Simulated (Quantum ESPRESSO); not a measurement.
Worked example: self-consistent single point of In (I4/mmm, 1 atom in the cell) in Quantum ESPRESSO.

Computed with PBE, PSlibrary PAW (PBE) pseudopotentials (plane waves; Quantum ESPRESSO 7.5).

The change in words: lattice scaled by 0.98; ecutwfc: 70 Ry → 75 Ry; pseudopotentials: {In: In.upf} → {In: In.pbe-dn-kjpaw_psl.1.0.0.UPF}; ecutrho: default → 450 Ry. Reference geometry:
```xyz
1
Lattice="1.6299 -1.6299 2.4824 1.6299 1.6299 2.4824 -1.6299 -1.6299 2.4824" Properties=species:S:1:pos:R:3 pbc="T T T"
In     0.0000     0.0000     0.0000
```

Reference input (self-consistent single point, DFT, PBE, plane waves, PseudoDojo standard norm-conserving (PBE) pseudopotentials): ecutwfc = 70 Ry; occupations = smearing; smearing = fermi-dirac; degauss = 0.0073499 Ry; potentials = {In: In.upf}; K_POINTS = automatic 7 7 7 0 0 0; conv_thr = 1e-11 Ry; mixing_beta = 0.5. This run's input differs from it in these lines:

```diff
@@ -10,7 +10,8 @@
  ibrav = 7
- celldm(1) = 6.1600347347
- celldm(3) = 1.523076923077
+ celldm(1) = 6.0368359298
+ celldm(3) = 1.523076133272
  nat = 1
  ntyp = 1
- ecutwfc = 70
+ ecutwfc = 75
+ ecutrho = 450
  occupations = 'smearing'
@@ -24,3 +25,3 @@
 ATOMIC_SPECIES
-In   114.8180  In.upf
+In   114.8180  In.pbe-dn-kjpaw_psl.1.0.0.UPF
 ATOMIC_POSITIONS {crystal}
```

The program printed (abridged):

```
     Self-consistent Calculation

     iteration #  1     ecut=    75.00 Ry     beta= 0.50

     Threshold (ethr) on eigenvalues was too large:
     Diagonalizing with lowered threshold

     total energy              =    -410.76779408 Ry
     estimated scf accuracy    <       0.00702165 Ry

     iteration #  2     ecut=    75.00 Ry     beta= 0.50

     total energy              =    -410.76879743 Ry
     estimated scf accuracy    <       0.00061628 Ry

     iteration #  3     ecut=    75.00 Ry     beta= 0.50

     total energy              =    -410.76883332 Ry
     estimated scf accuracy    <       0.00010690 Ry

   [... 5 blocks of this kind left out ...]

     iteration #  9     ecut=    75.00 Ry     beta= 0.50

     total energy              =    -410.76884466 Ry
     estimated scf accuracy    <          1.1E-11 Ry

     iteration # 10     ecut=    75.00 Ry     beta= 0.50
     End of self-consistent calculation

     the Fermi energy is    10.9472 ev

!    total energy              =    -410.76884466 Ry
     estimated scf accuracy    <          6.8E-13 Ry
     smearing contrib. (-TS)   =      -0.00117843 Ry
     internal energy E=F+TS    =    -410.76766623 Ry

     convergence has been achieved in  10 iterations

     Forces acting on atoms (cartesian axes, Ry/au):

     atom    1 type  1   force =     0.00000000    0.00000000    0.00000000

     Total force =     0.000000     Total SCF correction =     0.000000

          total   stress  (Ry/bohr**3)                   (kbar)     P=       41.96
   0.00028813  -0.00000000  -0.00000000           42.39       -0.00       -0.00
  -0.00000000   0.00028813   0.00000000           -0.00       42.39        0.00
  -0.00000000   0.00000000   0.00027950           -0.00        0.00       41.12

   JOB DONE.
```

The run converged in 10 iterations. Against the reference run the pressure goes from 1.21 to 4.20 GPa.

The starting cell has typed, rounded lattice constants, without a prior relaxation at this level. Its lattice was rescaled by up to half a per cent. For this run, on top of that: lattice scaled by 0.98.
